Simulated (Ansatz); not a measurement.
Take HgSe in the zinc blende structure (space group F-43m, No. 216) as the base.

```yaml
crystal:
  lattice:
    - [0.00000, 3.03148, 3.03148]
    - [3.03148, 0.00000, 3.03148]
    - [3.03148, 3.03148, 0.00000]
  atoms:
    - { symbol: Hg, position: [0.00000, 0.00000, 0.00000] }
    - { symbol: Se, position: [0.25000, 0.25000, 0.25000] }
```

Cartesian axes are those of the cell as printed.

Calculations: Kohn–Sham DFT with the LDA functional, run in Ansatz (an electronic-structure program) with PAW and 420 eV plane waves, spin-orbit coupling left out.

Strains are applied to the cell and any free atomic positions relax; under biaxial strain the out-of-plane vector relaxes too.

One change was made to it. Results:

| quantity | base | after |
|---|---|---|
| energy relative to the base (free energy F) | 0 meV/atom | +1.1 meV/atom |
| volume per atom | 27.86 Å³ | 27.62 Å³ |
| pressure (mean of the normal stresses, compression positive) | 0.0 GPa | 0.5 GPa |

Q: What was done to the base?
A) biaxial strain +1.25 %, plane normal [111], relaxed out of plane
B) biaxial strain −1.67 %, plane normal [111], relaxed out of plane
C) biaxial strain +2.50 %, plane normal [111], relaxed out of plane
D) biaxial strain −0.83 %, plane normal [111], relaxed out of plane
E) biaxial strain −0.42 %, plane normal [111], relaxed out of plane

A: D, biaxial strain −0.83 %, plane normal [111], relaxed out of plane. For comparison, the volume per atom in the other runs: biaxial strain −0.42 %, plane normal [111], relaxed out of plane gives 27.74 Å³; biaxial strain +1.25 %, plane normal [111], relaxed out of plane gives 28.23 Å³; biaxial strain +2.50 %, plane normal [111], relaxed out of plane gives 28.61 Å³; biaxial strain −1.67 %, plane normal [111], relaxed out of plane gives 27.38 Å³.

A case with no gap was solved on a k-mesh chosen for an insulator, which is coarse for it. Whether these cells are dynamically stable was not tested. The final runs are not spin-polarised.
